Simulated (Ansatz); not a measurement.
## How far to go with the k-point mesh: the (110) slab of Cu (cut from a parent of space group no. 139; 5 atoms in the cell)

```yaml
crystal:
  lattice:
    - [2.47009, 0.00000, 0.00000]
    - [-3.42864, 2.27652, 0.00000]
    - [0.00000, 0.00000, 22.23119]
  atoms:
    - { symbol: Cu, position: [0.00000, 0.75000, 0.31487] }
    - { symbol: Cu, position: [0.00000, 0.25000, 0.40744] }
    - { symbol: Cu, position: [0.00000, 0.75000, 0.50000] }
    - { symbol: Cu, position: [0.00000, 0.25000, 0.59256] }
    - { symbol: Cu, position: [0.00000, 0.75000, 0.68513] }
```

Level of theory: LDA (PW92), default PAW files made with PBE (plane waves; Ansatz, an electronic-structure program).

Base settings: basis.ecutwfc = 420 eV; kpoints.mp_grid.grid = 15 15 1; hamiltonian.xc = lda; hamiltonian.pseudopotentials = {kind: paw} (the program's default PAW files); scf.occupations.method = gaussian; scf.occupations.width = 0.1 eV.

Only quantities that move along the ladder and can be compared are tabulated.

The starting cell comes from a database of computed structures (which also holds hypothetical and non-ambient phases and stackings), without a prior relaxation at this level. The slab is cut from that crystal, and its faces are unrelaxed. Its lattice was rescaled by up to half a per cent. Spin polarisation is off.

```tsv
kpoints.mp_grid.grid	free energy less the last step's (meV/atom)	largest difference of a force vector from the last step's (eV/Å)
4 4 1	85.31	0.207
5 5 1	-55.23	0.141
6 6 1	36.65	0.100
7 7 1	-10.46	0.036
8 8 1	5.74	0.025
9 9 1	-0.95	0.043
11 11 1	-2.62	0.034
12 12 1	2.99	0.014
15 15 1	1.10	0.018
17 17 1	0.05	0.013
20 20 1	0.21	0.008
23 23 1	-0.33	0.007
27 27 1	-0.26	0.004
32 32 1	0.48	0.005
38 38 1	0.14	0.002
44 44 1	0.00	0.003
52 52 1	-0.06	0.001
61 61 1	0.00	0.000
```

Coarsest kpoints.mp_grid.grid that holds the free energy within 5 meV/atom of the last step, with all finer ones: 9 9 1; the step before is off by 5.7 meV/atom.

Coarsest kpoints.mp_grid.grid that holds the forces within 0.01 eV/Å of the last step, with all finer ones: 20 20 1; the step before is off by 0.013 eV/Å.

Keys are those of Ansatz 0.2.
